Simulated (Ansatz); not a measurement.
Base system: Ru in the hcp (Mg type) structure (space group P6_3/mmc, No. 194).

```cif
data_Ru2
_chemical_formula_sum 'Ru2'
_space_group_name_H-M_alt 'P63/mmc'
_space_group_IT_number 194
_space_group_name_Hall '-P 6c 2c'
_cell_length_a 2.70455
_cell_length_b 2.70455
_cell_length_c 4.26010
_cell_angle_alpha 90.000
_cell_angle_beta 90.000
_cell_angle_gamma 120.000
loop_
_atom_site_label
_atom_site_type_symbol
_atom_site_symmetry_multiplicity
_atom_site_Wyckoff_symbol
_atom_site_fract_x
_atom_site_fract_y
_atom_site_fract_z
_atom_site_occupancy
Ru1 Ru 2 d 0.66667 0.33333 0.25000 1
```

All numbers come from r2SCAN (Ansatz, a program for electronic structure, PAW, without spin-orbit coupling).

Base values:

```
Quantity            Value
---------------  --------
c/a ratio           1.575
Volume per atom  13.49 Å³
```

Modification: Mo takes the place of Ru on all its sites, then cell and atoms are relaxed.

Predict the new c/a ratio.

The c/a ratio rises by 0.224 to 1.799.

Predict the new volume per atom.

The volume per atom grows by 2.47 Å³, from 13.49 Å³ to 15.96 Å³.

Whether these cells are dynamically stable was not tested. For Mo in this form, whether it has been made was not checked. All final runs are without spin polarisation. This is not the structure that Mo has at room temperature and ambient pressure.
